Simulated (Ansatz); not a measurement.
Faces of bcc Na in 1x1 cells, as slabs relaxed from ideal cuts; for each face the lowest of the symmetric, stoichiometric cuts and spin starts that were computed. The slabs keep the symmetry of their cuts; real faces may buckle, or reconstruct in larger cells. No spin-orbit coupling, no Hubbard U.

All values below come from PBE (plane waves to 420 eV, PAW; Ansatz, a program for electronic structure).

| face | cell area (Å²) | outermost plane spacing of the ideal cut (Å) | γ unrelaxed (J/m²) | γ relaxed (J/m²) | work function, top face (eV) |
|---|---|---|---|---|---|
| (100) | 17.64 | 2.10 | 0.23 | 0.23 | 2.67 |
| (110) | 12.47 | 2.97 | 0.21 | 0.21 | ? |
| (111) | 30.55 | 1.21 | 0.26 | 0.25 | 2.62 |
| (210) | 39.44 | 0.94 | 0.23 | 0.22 | 2.75 |
| (221) | 52.92 | 0.70 | 0.25 | 0.24 | 2.68 |
| (320) | 63.60 | 0.58 | 0.23 | 0.22 | 2.77 |

Task: Complete the blanks.

Result: 
- (110), work function, top face (eV): 2.84
